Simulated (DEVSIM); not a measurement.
Device: Co/SiON/p-GaAs capacitor, at 250 K.

```
layer (left to right)  material  thickness (nm)  Na (cm⁻³)
---------------------  --------  --------------  ---------
1                          SiON            15.0          -
2                          GaAs           13000     2.5e15
```

Metal gate on the left, work function 5 eV. Fixed charge at the semiconductor interface 2.6e10 cm⁻² (in units of +e); no interface traps.

The device is made up for the run: typed textbook-type constants, with dimensions and the other settings drawn at random. Values at 300 K; Nc and Nv go as T^1.5, mobilities as T to minus their exponent, the gap by Varshni's rule with the affinity fixed.

| parameter | SiON | GaAs |
|---|---|---|
| gap (eV) | 7 | 1.424 |
| affinity (eV) | 1.4 | 4.07 |
| permittivity | 5.5 | 12.9 |
| Nc (cm⁻³) | - | 4.7e17 |
| Nv (cm⁻³) | - | 9e18 |
| Varshni α (eV/K) | - | 0.000541 |
| Varshni β (K) | - | 204 |

DEVSIM, 1D Poisson equation in equilibrium, Boltzmann statistics, complete ionisation; no quantum confinement or tunnelling. Metal contacts follow the ideal Schottky-Mott rule: no Fermi-level pinning, no interface dipoles.

Q: Tabulate band edges, carrier densities and field at 0.4 V on the gate.

A: Energies count from the Fermi level of the right contact; mesh points crowd at the junctions.

| x (μm) | Ec (eV) | Ev (eV) | n (cm⁻³) | p (cm⁻³) | field (V/cm) |
|---|---|---|---|---|---|
| 0.000 | 3.200 | -3.800 | < 1e2 | < 1e2 | 42000 |
| 0.001691 | 3.207 | -3.793 | < 1e2 | < 1e2 | 42000 |
| 0.005452 | 3.223 | -3.777 | < 1e2 | < 1e2 | 42000 |
| 0.01107 | 3.246 | -3.754 | < 1e2 | < 1e2 | 42000 |
| 0.01453 | 3.261 | -3.739 | < 1e2 | < 1e2 | 42000 |
| 0.01590 | 0.595 | -0.851 | 360000 | < 1e2 | 22000 |
| 0.01917 | 0.602 | -0.844 | 260000 | < 1e2 | 21000 |
| 0.03253 | 0.630 | -0.816 | 71000 | 240 | 21000 |
| 0.06212 | 0.691 | -0.756 | 4300 | 4000 | 20000 |
| 0.1386 | 0.832 | -0.614 | < 1e2 | 2900000 | 17000 |
| 0.3361 | 1.104 | -0.343 | < 1e2 | 8.5e11 | 10000 |
| 1.143 | 1.276 | -0.171 | < 1e2 | 2.5e15 | ≈ 0 |
| 2.931 | 1.276 | -0.171 | < 1e2 | 2.5e15 | ≈ 0 |
| 7.339 | 1.276 | -0.171 | < 1e2 | 2.5e15 | ≈ 0 |
| 11.40 | 1.276 | -0.171 | < 1e2 | 2.5e15 | ≈ 0 |
| 12.39 | 1.276 | -0.171 | < 1e2 | 2.5e15 | ≈ 0 |
| 12.77 | 1.276 | -0.171 | < 1e2 | 2.5e15 | ≈ 0 |
| 12.92 | 1.276 | -0.171 | < 1e2 | 2.5e15 | ≈ 0 |
| 12.99 | 1.276 | -0.171 | < 1e2 | 2.5e15 | ≈ 0 |
| 13.01 | 1.276 | -0.171 | < 1e2 | 2.5e15 | ≈ 0 |
| 13.01 | 1.276 | -0.171 | < 1e2 | 2.5e15 | ≈ 0 |
| 13.02 | 1.276 | -0.171 | < 1e2 | 2.5e15 | ≈ 0 |
